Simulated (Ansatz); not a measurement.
The starting structures come from a database of crystals and need not be the phases stable at ambient conditions.

Consider the following.

```yaml
crystal:
  lattice:
    - [5.36813, 0.00000, 0.00000]
    - [0.00000, 8.49902, 0.00000]
    - [0.00000, 0.00000, 4.41439]
  atoms:
    - { symbol: Ge, position: [0.25000, 0.88584, 0.74793] }
    - { symbol: Ge, position: [0.75000, 0.11416, 0.25207] }
    - { symbol: Ge, position: [0.75000, 0.61416, 0.24793] }
    - { symbol: Ge, position: [0.25000, 0.38584, 0.75207] }
    - { symbol: F, position: [0.25000, 0.72121, 0.01969] }
    - { symbol: F, position: [0.75000, 0.27879, 0.98031] }
    - { symbol: F, position: [0.75000, 0.77879, 0.51969] }
    - { symbol: F, position: [0.25000, 0.22121, 0.48031] }
    - { symbol: F, position: [0.50000, 0.00000, 0.00000] }
    - { symbol: F, position: [0.50000, 0.50000, 0.50000] }
    - { symbol: F, position: [0.00000, 0.50000, 0.50000] }
    - { symbol: F, position: [0.00000, 0.00000, 0.00000] }
```

Space group of this cell: Pnma. The cell was relaxed by PBE-D3(BJ); by r2SCAN its mean pressure is -2.9 GPa.

Transport runs along the normal of the first two printed cell vectors.

The gap is the functional's own, uncorrected, and κ follows it; spin-orbit coupling is left out. Mid-gap values are interpolated between the computed energies.

### Question
Predict the band gap and the smallest decay constant κ at mid-gap from r2SCAN (Ansatz, an electronic-structure program).

### Answer
Gap 4.57 eV on a 6×4×8 mesh; κ = 0.550 1/Å, at (0.000, 0.500) of the in-plane reciprocal vectors. At the zone centre, at the nearest computed energy, the slowest state has κ = 0.58 1/Å.
